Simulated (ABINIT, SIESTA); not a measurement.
An ABINIT input for a self-consistent single point of Pb (Im-3m, 1 atom in the cell) (DFT, PBEsol, plane waves, norm-conserving pseudopotentials (PseudoDojo nc-sr-04 PBEsol standard)):

```
# Pb, PseudoDojo nc-sr-04 PBEsol standard
pp_dirpath "./"
pseudos "Pb.upf"
acell 6.3500365187 6.3500365187 6.3500365187
rprim
        -0.5773502692    0.5773502692    0.5773502692
         0.5773502692   -0.5773502692    0.5773502692
         0.5773502692    0.5773502692   -0.5773502692
natom 1
ntypat 1
znucl 82
typat 1
xcart
         0.0000000000    0.0000000000    0.0000000000
      Angstrom
ecut 31
ixc -116133
occopt 3
tsmear 0.1 eV
nband 12
kptopt 1
ngkpt 15 15 15
nshiftk 1
shiftk 0 0 0
nstep 60
toldfe 1.0e-09
prtwf 0
prtden 0
prtvol 1
enunit 1
```

**Question.** Write the same calculation as an input for SIESTA.

**Answer.** This is the input that was run; spellings and numerical settings could be chosen otherwise.

```
# files in the folder: Pb.psml (PseudoDojo PBEsol standard)
SystemName  Pb
SystemLabel siesta

NumberOfAtoms                1
NumberOfSpecies              1
%block ChemicalSpeciesLabel
  1 82 Pb
%endblock ChemicalSpeciesLabel
LatticeConstant              1.0 Ang
%block LatticeVectors
    -1.940067000    1.940067000    1.940067000
     1.940067000   -1.940067000    1.940067000
     1.940067000    1.940067000   -1.940067000
%endblock LatticeVectors
AtomicCoordinatesFormat      ScaledCartesian
%block AtomicCoordinatesAndAtomicSpecies
     0.000000000    0.000000000    0.000000000  1
%endblock AtomicCoordinatesAndAtomicSpecies

XC.functional                GGA
XC.authors                   PBEsol
PAO.BasisSize                DZP
PAO.EnergyShift              0.01 Ry
MeshCutoff                   400 Ry
%block kgrid.MonkhorstPack
   15   0   0  0.0
    0  15   0  0.0
    0   0  15  0.0
%endblock kgrid.MonkhorstPack
OccupationFunction           FD
ElectronicTemperature        0.1 eV

MaxSCFIterations             150
SCF.Mixer.Method             Pulay
SCF.Mixer.Weight             0.2
SCF.Mixer.History            6
SCF.DM.Tolerance             1.0E-04
Diag.ParallelOverK           true
WriteForces                  true
```

Basis, cutoffs, solver keys and any potentials are the target program's own. This input uses DFT, GGA PBEsol, numerical atomic orbitals DZP, PseudoDojo PBEsol standard norm-conserving potentials (rewritten from UPF to PSML). Both were run: pressure 1.16 GPa in ABINIT and 1.19 in SIESTA.

On ABINIT: the starting cell comes from a database of computed structures (which also holds hypothetical and non-ambient phases and stackings), without a prior relaxation at this level. For this run, on top of that: lattice scaled by 0.98.

On SIESTA: the starting cell comes from a database of computed structures (which also holds hypothetical and non-ambient phases and stackings), without a prior relaxation at this level. For this run, on top of that: lattice scaled by 0.98. Values carry the incompleteness of an atom-centred basis.
